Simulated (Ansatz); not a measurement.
Partial pair distribution functions of a relaxed model of amorphous In$_{24}$O$_{39}$Lu$_{2}$, broadened by 0.06 Å; density 6.91 g/cm³. All values below come from PBE, scalar-relativistic without spin-orbit coupling (plane waves to 420 eV, PAW; Ansatz, a quantum-chemistry and plane-wave program).

Preparation: random packing, a CHGNet melt and quench, and a DFT relaxation. O atoms were pushed apart under 1.9 Å during the dynamics, to hinder bonds among them. The hot cell started wider than the set density and was brought back towards it in steps. It is the lowest in DFT energy of 2 quenches. It is a model cell: composition and starting density were chosen by hand, and all elements were melted together. No dispersion term was used. Its density started from a set value of 6.73 and ended at 6.91 g/cm³. Cooling (nominally 280 K/ps over its main leg) ran many orders faster than in experiment, which tends to leave more defects and strain. One small periodic cell is one sample of the glass; other quenches scatter about these values. Volume and shape were free in the relaxation. Stress components on the final sampling reach 0.9 GPa. Cycles of charging lowered its energy after that relaxation.

```json
[
 {"r (Å)": "1.85", "g In-O": "0.01", "g O-Lu": "0.00", "g In-In": "0.00", "g O-O": "0.00"},
 {"r (Å)": "1.95", "g In-O": "0.34", "g O-Lu": "0.00", "g In-In": "0.00", "g O-O": "0.00"},
 {"r (Å)": "2.05", "g In-O": "3.39", "g O-Lu": "0.37", "g In-In": "0.00", "g O-O": "0.00"},
 {"r (Å)": "2.15", "g In-O": "7.47", "g O-Lu": "3.74", "g In-In": "0.00", "g O-O": "0.00"},
 {"r (Å)": "2.25", "g In-O": "6.37", "g O-Lu": "9.77", "g In-In": "0.00", "g O-O": "0.00"},
 {"r (Å)": "2.35", "g In-O": "2.18", "g O-Lu": "6.42", "g In-In": "0.00", "g O-O": "0.00"},
 {"r (Å)": "2.45", "g In-O": "0.75", "g O-Lu": "1.01", "g In-In": "0.00", "g O-O": "0.00"},
 {"r (Å)": "2.55", "g In-O": "0.34", "g O-Lu": "0.75", "g In-In": "0.00", "g O-O": "0.04"},
 {"r (Å)": "2.65", "g In-O": "0.10", "g O-Lu": "0.54", "g In-In": "0.00", "g O-O": "0.78"},
 {"r (Å)": "2.75", "g In-O": "0.05", "g O-Lu": "0.03", "g In-In": "0.00", "g O-O": "2.54"},
 {"r (Å)": "2.85", "g In-O": "0.23", "g O-Lu": "0.00", "g In-In": "0.00", "g O-O": "2.92"},
 {"r (Å)": "2.95", "g In-O": "0.34", "g O-Lu": "0.00", "g In-In": "0.00", "g O-O": "2.21"},
 {"r (Å)": "3.05", "g In-O": "0.18", "g O-Lu": "0.00", "g In-In": "0.02", "g O-O": "1.74"},
 {"r (Å)": "3.15", "g In-O": "0.15", "g O-Lu": "0.00", "g In-In": "0.59", "g O-O": "1.96"},
 {"r (Å)": "3.25", "g In-O": "0.21", "g O-Lu": "0.00", "g In-In": "2.47", "g O-O": "1.70"},
 {"r (Å)": "3.35", "g In-O": "0.35", "g O-Lu": "0.02", "g In-In": "3.68", "g O-O": "1.47"},
 {"r (Å)": "3.45", "g In-O": "0.35", "g O-Lu": "0.32", "g In-In": "4.17", "g O-O": "1.19"},
 {"r (Å)": "3.55", "g In-O": "0.47", "g O-Lu": "0.50", "g In-In": "2.57", "g O-O": "1.17"},
 {"r (Å)": "3.65", "g In-O": "0.41", "g O-Lu": "0.71", "g In-In": "1.77", "g O-O": "1.27"},
 {"r (Å)": "3.75", "g In-O": "0.51", "g O-Lu": "0.50", "g In-In": "2.15", "g O-O": "0.87"},
 {"r (Å)": "3.85", "g In-O": "0.91", "g O-Lu": "0.04", "g In-In": "1.78", "g O-O": "0.85"},
 {"r (Å)": "3.95", "g In-O": "1.13", "g O-Lu": "0.16", "g In-In": "1.53", "g O-O": "0.73"},
 {"r (Å)": "4.05", "g In-O": "1.26", "g O-Lu": "1.57", "g In-In": "1.33", "g O-O": "0.80"},
 {"r (Å)": "4.15", "g In-O": "1.50", "g O-Lu": "1.50", "g In-In": "1.01", "g O-O": "0.81"},
 {"r (Å)": "4.25", "g In-O": "1.48", "g O-Lu": "1.41", "g In-In": "0.71", "g O-O": "0.96"},
 {"r (Å)": "4.35", "g In-O": "1.28", "g O-Lu": "1.86", "g In-In": "0.57", "g O-O": "0.86"},
 {"r (Å)": "4.45", "g In-O": "1.52", "g O-Lu": "2.04", "g In-In": "0.66", "g O-O": "0.82"},
 {"r (Å)": "4.55", "g In-O": "1.73", "g O-Lu": "1.72", "g In-In": "0.36", "g O-O": "0.73"},
 {"r (Å)": "4.65", "g In-O": "1.51", "g O-Lu": "1.98", "g In-In": "0.15", "g O-O": "0.57"},
 {"r (Å)": "4.75", "g In-O": "1.03", "g O-Lu": "1.13", "g In-In": "0.33", "g O-O": "0.56"}
]
```

Within 2.68 Å each In has 5.58 O neighbours on average.
